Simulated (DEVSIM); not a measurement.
Device: abrupt GaSb p-n junction, at 300 K.

Layer 1 from the left is GaSb, thickness (μm) 0.940, Na (cm⁻³) 2.3e15, τn (s) 8.9e-8, τp (s) 8.9e-8. Layer 2 from the left is GaSb, thickness (μm) 0.420, Nd (cm⁻³) 5.6e15, τn (s) 8.9e-8, τp (s) 8.9e-8.

Left contact: ohmic. Right contact: ohmic. Voltage is applied to the left contact. Recombination: SRH at mid-gap, Auger. Mobility is constant in doping.

Constants are typed, rounded textbook-type inputs, not results; the design itself was drawn at random and stands for no fabricated device. Values at 300 K.

GaSb: gap (eV) 0.726, affinity (eV) 4.06, permittivity 15.7, Nc (cm⁻³) 2.1e17, Nv (cm⁻³) 1.8e19, μn (cm²/Vs) 5000, μp (cm²/Vs) 850, Cn (cm⁶/s) 5e-30, Cp (cm⁶/s) 5e-30.

Model (solved in DEVSIM): 1D drift-diffusion, Boltzmann statistics, complete ionisation; no tunnelling, impact ionisation, image-force lowering or self-heating.

Dark forward current:

```
|V| (V)  |J| (A/cm²)
-------  -----------
0.05        0.002746
0.10         0.02035
0.15          0.1341
0.20          0.8661
0.25           5.503
0.30           33.20
0.35           168.1
0.40           598.5
0.45            1483
0.50            2848
```

Problem. Work out the local ideality factor n = ΔV / (kT/q · ln(J2/J1)) between the rows 0.15 and 0.20 V, 0.45 and 0.50 V.

Solution. kT/q = 25.85 mV. From 0.15 to 0.20 V: ln(0.8661/0.1341) = 1.865, n = 1.04, near the 1 of diffusion or emission over a barrier. From 0.45 to 0.50 V: ln(2848/1483) = 0.653, n = 2.96.

Problem. Estimate the current at 0.20 V from the Shockley equation with J0 = Σ q ni² D/(N L) coth(W/L), τ joining the SRH, radiative and Auger lifetimes that are on, and W taken as the whole layer.

Solution. ni² = 2.40e24 cm⁻⁶; electrons in the p layer: μ = 5000 cm²/Vs, D = 129 cm²/s, τ = 8.90e-8 s, L = 33.9 μm, W/L = 0.028, term 0.000230 A/cm²; holes in the n layer: μ = 850 cm²/Vs, D = 22.0 cm²/s, τ = 8.90e-8 s, L = 14.0 μm, W/L = 0.030, term 3.59e-5 A/cm². J0 = 0.000266 A/cm², and J = J0 exp(qV/kT) = 0.609 A/cm². The simulation gives 0.866 A/cm²; the estimate lies 30 % below. The estimate leaves out recombination in the depletion region and that region's share of W.
